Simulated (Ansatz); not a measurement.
The parent structure is Ag in the fcc (Cu type) structure (space group Fm-3m, No. 225; a = 4.104 Å; relaxed with 0.1 eV smearing). Axes: x, y, z lie along the cube axes.

Level of theory: Ansatz (a quantum-chemistry and plane-wave program), r2SCAN, PAW, cutoff 500 eV, no SOC.

For the base:

```
Quantity   Result
--------  -------
Pressure  0.0 GPa
```

Now apply this change: compressive biaxial strain of 2.00 % in the plane normal to [001], as in epitaxy on a mismatched substrate; the out-of-plane cell vector and the atoms relax.

How does this affect the ratio −ε⊥/ε∥ and pressure?

The ratio −ε⊥/ε∥ is 1.45; the pressure (mean of the normal stresses, compression positive) goes from zero to 1.4 GPa.

Whether these cells are dynamically stable was not tested.
